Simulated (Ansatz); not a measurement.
Results of revPBE (plane waves, PAW; Ansatz, a first-principles code) for CsCl-type CoGa.

Numerical settings: plane-wave cutoff 520 eV, 22×22×22 k mesh, Fermi–Dirac smearing 0.035 eV (set by the program), no spin polarisation, scalar-relativistic PAW data made under PBE.

Computed at the level's own relaxed cell.

Elastic tensor (GPa, Voigt notation, ions relaxed):

```
  207.8   146.1   146.1     0.0     0.0     0.0
  146.1   207.8   146.1     0.0     0.0     0.0
  146.1   146.1   207.8     0.0     0.0     0.0
    0.0     0.0     0.0   101.0     0.0     0.0
    0.0     0.0     0.0     0.0   101.0     0.0
    0.0     0.0     0.0     0.0     0.0   101.0
```

### Question
Work out the Voigt, Reuss and Hill averages of the bulk and shear moduli, Young's modulus and Poisson's ratio from the printed constants.

### Answer
K_V = [C11 + C22 + C33 + 2(C12 + C13 + C23)]/9 = [623.4 + 2 × 438.3]/9 = 166.7 GPa. G_V = [623.4 − 438.3 + 3 × 303.0]/15 = 72.9 GPa. From the compliances S = C⁻¹, K_R = 166.7 and G_R = 52.9 GPa. Hill means: K = 166.7, G = 62.9 GPa. E = 9KG/(3K + G) = 168 GPa, ν = (3K − 2G)/(6K + 2G) = 0.33, K/G = 2.65.
